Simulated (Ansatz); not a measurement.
Output of an Ansatz run (abridged):

```
WARN basis.ecutwfc = 420 eV, the default
WARN ansatz: RAYON_NUM_THREADS=1 ignored (pool sized by the plan → 1); use --threads N
Pseudopotentials: kind: paw
Pseudopotential: K, paw, valence charge 9
Pseudopotential: Se, paw, valence charge 16
Crystal: 3 atoms, lattice volume = 112.889 Å³
Basis set: ecut = 420 eV, 2229 PW (Γ)
Bands: 21, of which v1, the nominal top of the filled ones, is band 17 counted from 1 (16 counted from 0)
Symmetry: 48 space group operations
Space group: Fm-3m (ITA 225), of the structure as read, at distance tolerance 4.8e-5 Å
k-points: 29 of 512
PAW frozen core: K, regenerated for the run's functional, and the local potential with it
PAW frozen core: Se, regenerated for the run's functional, and the local potential with it
Initial density: superposition of atomic densities (neutral atoms: chi_scale 0, normalization atom), corrected by the library's trained network
Initial wavefunctions: pseudopotential atomic-orbital guess
Eigensolver: davidson
Functional: x = slater, c = lda
SCF iter   1: F=—  HF=-8379.138616 eV  |F-HF|=—  |Δ(HF+E_count)|=         —  Δρ=4.62e-3  dr2=1.35e-2  ethr=1.77e-3  ⟨swp⟩=4.8  Hψ=2492  notcnv=0  defer=47
all-band conjugate gradients solve this SCF's bands
preconditioner: auto → none
SCF iter   2: F=—  HF=-8379.134299 eV  |F-HF|=—  |Δ(HF+E_count)|=   4.32e-3  Δρ=2.28e-3  dr2=2.26e-3  ethr=3.96e-5  ⟨swp⟩=2.4  Hψ=1142  notcnv=0  defer=54
SCF iter   3: F=—  HF=-8379.133767 eV  |F-HF|=—  |Δ(HF+E_count)|=   5.32e-4  Δρ=3.96e-4  dr2=3.05e-4  ethr=6.66e-6  ⟨swp⟩=2.0  Hψ=787  notcnv=0  defer=54
SCF iter   4: F=—  HF=-8379.133675 eV  |F-HF|=—  |Δ(HF+E_count)|=   9.22e-5  Δρ=1.13e-4  dr2=2.09e-5  ethr=8.96e-7  ⟨swp⟩=2.3  Hψ=1152  notcnv=0  defer=53
SCF iter   5: F=—  HF=-8379.133669 eV  |F-HF|=—  |Δ(HF+E_count)|=   5.80e-6  Δρ=2.14e-5  dr2=3.52e-7  ethr=6.15e-8  ⟨swp⟩=2.0  Hψ=725  notcnv=0  defer=6
SCF iter   6: F=-8379.133669 eV  HF=-8379.133669 eV  |F-HF|=3.95e-10  |Δ(HF+E_count)|=   3.19e-8  Δρ=2.00e-6  dr2=2.44e-9  ethr=2.94e-10  ⟨swp⟩=6.7  Hψ=2877  notcnv=0
SCF 1 converged in 6 iterations: F = -8379.133669 eV  dr2 = 2.44e-9
SCF converged after 6 iterations
Free energy (F): -8379.133669 eV
Harris-Foulkes:  -8379.133669 eV  (|F-HF|=3.95e-10)
Internal energy: -8379.133669 eV  (E = F + TS)
E sigma→0 (E₀):  -8379.133669 eV
Fermi energy:    2.521095 eV
--- Per-component energies (eV) ---
  E_band       = -654.620931
  E_kinetic    = 626.843307
  E_local      = -4291.170550  (includes V_loc(G=0)·N_el)
  E_nonlocal   = -558.559524
  E_hartree    = 1920.777514
  E_xc         = -369.762876
  E_vxc        = -425.868091  (∫ρ·V_xc dr)
  E_paw        = -3312.285127  (= ΣΔE_a)
  E_vpaw       = 152.579339  (= ΣTr[D̂ρ^β])
  E_aug_tail   = -0.000602  (compensation charges beyond the density's cutoff)
  E_ewald      = -2397.708172
  E_core_change = 2.732362  (= ΣΔE_core)
  E_smearing   = -0.000000  (= −TS)
  E_closure    = 0.000000  (closes the sum)
  Σ components = -8379.133669   (vs F -8379.133669, Δ=0.00e0)
--- Forces (eV/Å), atoms counted from 1 ---
  atom   1  K      0.00000000     0.00000000    -0.00000000
   [... zero for the other atoms too ...]
  max |Σ_I F_I| component: 1.85e-17 eV/Å
--- Stress (GPa, compression-positive) ---
       -1.462895      -0.000000      -0.000000
        0.000000      -1.462895       0.000000
       -0.000000      -0.000000      -1.462895
  P = ⅓ Tr σ = -1.4629 GPa (-14.629 kbar)
  The stress holds the Pulay correction. Without it, at fixed plane waves, as pw.x and ABINIT print it: P = -1.4715 GPa
--- Band table (eV; the first three rows and the last of 29) ---
  k-point 0: bands = ["-42.5503", "-42.5503", "-42.5503", "-42.5487", "-42.5487", "-26.4686", "-26.4097", "-10.2458", "-10.2458", "-10.2458", "-10.0562", "-10.0562", "-10.0562", "-7.5785", "2.3783", "2.3783", "2.3783", "4.4204", "7.6790", "7.6790", "9.6815"]
  k-point 1: bands = ["-42.5502", "-42.5502", "-42.5502", "-42.5487", "-42.5487", "-26.4662", "-26.4119", "-10.2430", "-10.2395", "-10.2395", "-10.0781", "-10.0642", "-10.0642", "-7.5509", "2.2287", "2.3940", "2.3940", "4.7744", "7.6845", "7.6845", "9.2873"]
  k-point 2: bands = ["-42.5503", "-42.5503", "-42.5503", "-42.5487", "-42.5487", "-26.4596", "-26.4180", "-10.2388", "-10.2211", "-10.2211", "-10.1261", "-10.0868", "-10.0868", "-7.4872", "1.9975", "2.4320", "2.4320", "5.5268", "7.7313", "7.7313", "8.5232"]
  k-point 28: bands = ["-42.5503", "-42.5503", "-42.5503", "-42.5487", "-42.5487", "-26.4382", "-26.4382", "-10.4037", "-10.3147", "-10.1630", "-10.1630", "-10.0156", "-10.0136", "-7.3600", "2.0976", "2.0976", "2.4990", "5.9522", "7.8627", "7.8627", "8.6603"]
```

The structure:

```
CELL_PARAMETERS angstrom
      0.00000     3.83595     3.83595
      3.83595     0.00000     3.83595
      3.83595     3.83595     0.00000
ATOMIC_POSITIONS crystal
  K  0.25000 0.25000 0.25000
  K  0.75000 0.75000 0.75000
  Se 0.00000 0.00000 0.00000
```

### Question
What input produced this log?

### Answer
Other spellings and defaults could give the same log, and not every line can be read from it. The input that was run (DFT, LDA (PW92), plane waves, default PAW files made with PBE):

Ansatz 0.2 input:
```yaml
# K2Se
crystal:
  lattice:
    - [0.00000000, 3.83595500, 3.83595500]
    - [3.83595500, 0.00000000, 3.83595500]
    - [3.83595500, 3.83595500, 0.00000000]
  atoms:
    - { symbol: K, position: [0.25000000, 0.25000000, 0.25000000] }
    - { symbol: K, position: [0.75000000, 0.75000000, 0.75000000] }
    - { symbol: Se, position: [0.00000000, 0.00000000, 0.00000000] }
kpoints:
  mp_grid:
    grid: [8, 8, 8]
hamiltonian:
  xc: lda
  pseudopotentials:
    kind: paw
scf:
  occupations:
    method: fixed
output:
  forces: true
  eigenvalues: true
  stress: true
```

The starting cell comes from a database of computed structures (which also holds hypothetical and non-ambient phases and stackings), without a prior relaxation at this level. Ansatz's pressure includes its estimate of the finite-basis (Pulay) stress.

Ansatz is a first-principles code.
